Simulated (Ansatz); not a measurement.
SiRh (model structure, started from the NiAs type, P6₃/mmc, No. 194, 4 atoms in the cell): equilibrium lattice constant a by level of theory

No measured value is used here.

| level (code) | value (Å) |
|---|---|
| PBE (Ansatz) | … |
| PBEsol (Ansatz) | 3.500 |
| PBE-D3(BJ) (Ansatz) | 3.494 |

### Question
Some entries are withheld; supply them.

### Answer

- PBE (Ansatz, an electronic-structure program), value (Å): 3.535

Ansatz's density-functional and Hartree–Fock values are scalar-relativistic unless marked +SOC, with PAW data made under PBE.

A model structure was made by putting elements into a prototype or built by hand; it is no filed structure, need not be a known phase, and can be a saddle point held by its symmetry.
